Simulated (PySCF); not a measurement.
PySCF 2.14.0, CAM-B3LYP/def2-svp: sulfur hexafluoride (FS(F)(F)(F)(F)F), 7 atoms. The geometry is a generated start, not checked to be a minimum at this level.

- task = energy
- method = cam-b3lyp
- basis = def2-svp
- mol.max_memory = 7000 MB
- mf.init_guess = minao (default)
- mf.DIIS = CDIIS (default)
- mf.diis_space = 8 (default)
- mf.conv_tol = 1e-09 (default)
- mf.grids.level = 3 (default)
- basis functions (reference run) = 102
- grid points (reference run) = 104456

```xyz
7

F      0.6235    -0.4712    -1.3865
S     -0.0007    -0.0011     0.0004
F      1.2962    -0.5173     0.7644
F     -0.6670    -1.4326     0.1774
F     -1.2945     0.5253    -0.7600
F      0.6804     1.4287    -0.1739
F     -0.6379     0.4682     1.3783
```

The reference run uses exact four-centre integrals. Each setting ran once; only counts and results are compared.

Measured:

```
setting                                                                                                           energy against the reference
----------------------------------------------------------------------------------------------------------------  ----------------------------
COSX exchange (sgx_fit, pjs) with fitted J, mf.with_df.grids_level_i = 1, mf.with_df.grids_level_f = 4                          −0.62 meV/atom
COSX exchange (sgx_fit, pjs) with fitted J, mf.with_df.grids_level_i = 1, mf.with_df.grids_level_f = 3                          −0.60 meV/atom
COSX exchange (sgx_fit, pjs) with fitted J, mf.with_df.grids_level_i = 1, mf.with_df.grids_level_f = 2 (default)                −0.64 meV/atom
```

### Question
Predict the row for COSX exchange (sgx_fit, pjs) with fitted J, mf.with_df.grids_level_i = 1, mf.with_df.grids_level_f = 1.

### Answer
energy against the reference: −0.98 meV/atom. Total energies are compared; such shifts often cancel in part in energy differences. sgx_fit (COSX, pjs=True) fits J as well, so its difference is the sum of the grid's shift in exchange and the fit's in Coulomb.
